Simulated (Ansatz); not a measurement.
Consider V3Si in the A15 (Cr3Si type) structure (space group Pm-3n, No. 223; a = 4.6499 Å).

Calculations: Kohn–Sham DFT with the PBEsol functional, run in Ansatz (a first-principles code) with PAW and 420 eV plane waves, without spin-orbit coupling, earlier PAW set.

Before the change:

* **Pressure**: 0.0 GPa
* **Band gap**: zero

One thing is altered: every lattice vector is shortened by 1.50 %, atoms relaxed at fixed cell.

### Question
What does the calculation give for the energy relative to the base, pressure and band gap after the change?

### Answer
The energy grows by 17 meV/atom; the pressure goes from zero to 10.3 GPa; the band gap is still zero.

The cells carry an imposed strain or load. Stability against distortions was not tested. Starting moments died away, wholly or in part, for the base; another magnetic solution may exist. All final runs are without spin polarisation.
